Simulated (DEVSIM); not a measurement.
Structure: CdTe n-i-p diode, at 300 K.

```csv
layer (left to right),material,thickness (μm),Nd (cm⁻³),Na (cm⁻³),τn (s),τp (s)
1,CdTe,1.60,4e17,-,5.7e-10,5.7e-10
2,CdTe,29.0,-,5.3e12,5.7e-10,5.7e-10
3,CdTe,1.10,-,1.2e18,5.7e-10,5.7e-10
```

Left contact: ohmic. Right contact: ohmic. Voltage is applied to the left contact. Recombination: SRH at mid-gap, radiative. Mobility is constant in doping.

The device is made up for the run: typed textbook-type constants, with dimensions and the other settings drawn at random. Values at 300 K.

| parameter | CdTe |
|---|---|
| gap (eV) | 1.5 |
| affinity (eV) | 4.28 |
| permittivity | 10.2 |
| Nc (cm⁻³) | 8e17 |
| Nv (cm⁻³) | 1.8e19 |
| μn (cm²/Vs) | 1000 |
| μp (cm²/Vs) | 80 |
| B (cm³/s) | 1e-10 |

Simulated with DEVSIM: 1D drift-diffusion, Boltzmann statistics, complete ionisation; no tunnelling, impact ionisation, image-force lowering or self-heating.

Problem. Give the dark forward current.

Solution. 
(V (V), J (A/cm²)): (-0.05, -1.5e-8); (-0.10, -5.0e-8); (-0.20, -3.9e-7); (-0.25, -1.0e-6); (-0.35, -7.3e-6); (-0.40, -1.9e-5); (-0.45, -5.0e-5); (-0.55, -0.00029); (-0.60, -0.00062); (-0.70, -0.0019); (-0.75, -0.0028); (-0.80, -0.0039); (-0.90, -0.0064); (-0.95, -0.0078); (-1.05, -0.011); (-1.10, -0.012); (-1.20, -0.016); (-1.25, -0.017); (-1.30, -0.019); (-1.40, -0.023); (-1.45, -0.025); (-1.55, -0.029); (-1.60, -0.031); (-1.65, -0.033); (-1.75, -0.038); (-1.80, -0.041); (-1.90, -0.046); (-1.95, -0.049)
